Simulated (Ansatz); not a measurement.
## PBE against PBEsol: MgO

The parent structure is MgO in the rock salt structure (space group Fm-3m, No. 225; a = 4.2539 Å).

(Cell as relaxed with PBE.)

Levels (all Ansatz, a first-principles code, PAW): PBE (420 eV, no SOC); PBEsol (420 eV, no spin-orbit coupling).

Each level relaxes its own structure.

| quantity | PBE | PBEsol |
|---|---|---|
| volume per atom | 9.62 Å³ | (withheld) |
| lattice parameter a | 4.254 Å | (withheld) |
| band gap | 4.46 eV | (withheld) |
| gap character | direct at Γ | (withheld) |
| electron mass | 0.34 mₑ | (withheld) |
| hole mass (degenerate bands, along [100]) | 0.38, 2.2, 2.2 mₑ | (withheld) |

Given the PBE results, estimate those of PBEsol.


- volume per atom, PBEsol: 9.35 Å³
- lattice parameter a, PBEsol: 4.214 Å
- band gap, PBEsol: 4.62 eV
- gap character, PBEsol: direct at Γ
- electron mass, PBEsol: 0.34 mₑ
- hole mass (degenerate bands, along [100]), PBEsol: 0.38, 2.1, 2.1 mₑ

PBE's volume per atom lies 0.27 Å³ above PBEsol's (2.9 %); PBE's lattice parameter a lies 0.040 Å above PBEsol's (0.9 %); PBE's band gap lies 0.16 eV below PBEsol's; the two agree on the gap character and electron mass. Neither level is exact; PBEsol is the comparison here, not a measurement.

Effective masses come from finite differences of ±0.01 Å⁻¹. No phonon test of stability was made. The base started in P3_121 and relaxed to Fm-3m at this level.
